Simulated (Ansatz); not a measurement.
Consider SiC in the wurtzite structure (space group P6_3mc, No. 186; a = 3.075 Å, c = 5.048 Å).

Structures relaxed with r2SCAN (Ansatz, an electronic-structure program), no spin-orbit coupling.

Base:

Simulated powder pattern, Mo Kα, λ = 0.71073 Å (kinematic, ideal powder, no thermal factors, no anomalous dispersion; the 8 strongest lines at most, above 2 %, up to 2θ = 40°):

| 2θ (°) | I/Imax (%) | hkl |
|---|---|---|
| 15.34 | 72 | (100) |
| 16.19 | 50 | (002) |
| 17.35 | 100 | (101) |
| 22.37 | 29 | (102) |
| 26.72 | 52 | (110) |
| 28.93 | 54 | (103) |
| 31.40 | 41 | (112) |
| 39.79 | 19 | (203) |

The change: full substitution Si → Pd; the structure is relaxed again.

Where do the lines fall after the change?


Simulated powder pattern, Mo Kα, λ = 0.71073 Å (kinematic, ideal powder, no thermal factors, no anomalous dispersion; the 8 strongest lines at most, above 2 %, up to 2θ = 40°):

```tsv
2θ (°)	d (Å)	I/Imax (%)	hkl
14.09	2.897	36	(002)
14.73	2.772	30	(100)
16.34	2.501	100	(101)
20.44	2.003	20	(102)
25.65	1.601	24	(110)
25.92	1.585	34	(103)
29.39	1.401	26	(112)
30.57	1.348	16	(201)
```

The indices refer to each structure's own conventional cell; one index is shown for lines that coincide.

Whether these cells are dynamically stable was not tested. As relaxed here, PdC is a hypothetical phase, not in the database extracts checked. All final runs are without spin polarisation.
